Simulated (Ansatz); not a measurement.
## NiSi (Pnma): band-structure transport figures

Here is the system:

```
CELL_PARAMETERS angstrom
      5.14397     0.00000     0.00000
      0.00000     3.31314     0.00000
      0.00000     0.00000     5.54488
ATOMIC_POSITIONS crystal
  Si 0.82065 0.75000 0.58389
  Si 0.17935 0.25000 0.41611
  Si 0.67935 0.25000 0.08389
  Si 0.32065 0.75000 0.91611
  Ni 0.50873 0.25000 0.68716
  Ni 0.49127 0.75000 0.31284
  Ni 0.99127 0.75000 0.18716
  Ni 0.00873 0.25000 0.81284
```

These are PBEsol, rigid bands (plane waves, PAW, scalar-relativistic; Ansatz, a first-principles code) values and carry that method's errors. Cell: cell and atoms relaxed with PBEsol.

| Quantity | Result |
|---|---|
| density of states at the Fermi level | 2.08 states/(eV·cell), both spins |
| bare Sommerfeld coefficient | 0.61 mJ/(mol of atoms·K²) |
| Drude plasma energy | 5.8 (x), 5.5 (y), 4.9 (z) eV |
| root-mean-square Fermi velocity | 7.2e5 m/s |
| resistivity times τ | 14.5 (x), 16.1 (y), 20 (z) ×10⁻²² Ω·m·s |

A metal at this level (no band gap); rigid bands, thermally averaged at 300 K, both spins. Spin-orbit coupling is left out. τ is one relaxation time for all states.

Treated as nonmagnetic (a ferromagnetic start lost its moment, other orders weren't tried): NiSi (Pnma).
